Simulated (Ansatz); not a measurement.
## Effect of biaxial strain +1.50 %, plane normal [001], relaxed out of plane on MgO

Start from MgO in the rock salt structure (space group Fm-3m, No. 225; a = 4.214 Å). Axes: x, y, z lie along the cube axes.

One thing is altered: biaxial strain +1.50 %, plane normal [001], relaxed out of plane (Cartesian); in-plane vectors clamped, the third vector and the atoms free.

The values are results of plane-wave PAW DFT at the PBEsol level (Ansatz, an electronic-structure program, 420 eV), scalar-relativistic without spin-orbit coupling, not measurements. Γ-centred 13×13×13 mesh, Fermi–Dirac width 0.05 eV.

- Space group: I4/mmm (No. 139) (base Fm-3m (No. 225))
- Shortest interatomic distance: 2.088 Å (base 2.107 Å)
- Energy relative to the base (free energy F): +4.1 meV/atom
- Band gap: 4.40 eV (an upper bound: an edge found on the path is not a true extremum; the changed cell) (base 4.62 eV)
- Out-of-plane strain: -0.88 %
- Ratio −ε⊥/ε∥: 0.59
- Mean in-plane stress (compression positive): -4.5 GPa

Final structure (turned so that z lies along the plane normal):

```
CELL_PARAMETERS angstrom
      3.02451     0.00000     0.00000
      0.00000     3.02451     0.00000
      1.51226    -1.51226     2.08845
ATOMIC_POSITIONS crystal
  Mg 0.00000 0.00000 0.00000
  O  0.50000 0.50000 0.00000
```

Whether these cells are dynamically stable was not tested.
